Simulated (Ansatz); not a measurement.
Start from HfN in the rock salt structure (space group Fm-3m, No. 225; a = 4.4683 Å; relaxed with 0.1 eV smearing).

Computed with Ansatz (a first-principles code) LDA, no spin-orbit coupling.

Strains are applied to the cell and any free atomic positions relax.

One change was made to it. Results:

```json
[
 {"quantity": "pressure", "base": "0.0 GPa", "after": "26.9 GPa"},
 {"quantity": "energy relative to the base (free energy F)", "base": "0 meV/atom", "after": "+64 meV/atom"}
]
```

### Question
Which of these changes matches the shifts?
A) isotropic strain +1.50 %
B) isotropic strain −1.00 %
C) isotropic strain −2.50 %

### Answer
C, isotropic strain −2.50 %. For comparison, the energy relative to the base in the other runs: isotropic strain −1.00 % gives +9.8 meV/atom; isotropic strain +1.50 % gives +20 meV/atom.

No phonon test of stability was made. The final runs are not spin-polarised. An odd electron count without spin: HfN.
